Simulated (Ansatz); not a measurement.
The reference is Ru in the hcp (Mg type) structure (space group P6_3/mmc, No. 194; a = 2.704 Å, c = 4.263 Å; relaxed with 0.1 eV smearing).

Structures relaxed with r2SCAN in Ansatz (plane waves to 500 eV, PAW, scalar-relativistic without spin-orbit coupling).

Base:

Simulated powder pattern, Co Kα, λ = 1.79026 Å (kinematic, ideal powder, no thermal factors, no anomalous dispersion; the 8 strongest lines at most, above 2 %, up to 2θ = 90°):

```csv
2θ (°),I/Imax (%),hkl
44.94,25,(100)
49.66,25,(002)
51.71,100,(101)
69.20,14,(102)
82.91,17,(110)
```

After one change:

Simulated powder pattern, Co Kα, λ = 1.79026 Å (kinematic, ideal powder, no thermal factors, no anomalous dispersion; the 8 strongest lines at most, above 2 %, up to 2θ = 90°):

```tsv
2θ (°)	I/Imax (%)
46.16	25
51.03	25
53.14	100
71.24	14
85.53	17
```

Question: Name the change that was made.
A) isotropic strain −1.00 %
B) isotropic strain −2.00 %
C) isotropic strain −0.50 %
D) isotropic strain −2.50 %

Answer: D, isotropic strain −2.50 %. Its volume per atom is 12.51 Å³ against 13.50 Å³, and its space group is P6_3/mmc (No. 194).

No phonon test of stability was made. All final runs are without spin polarisation.

Ansatz is a first-principles code.
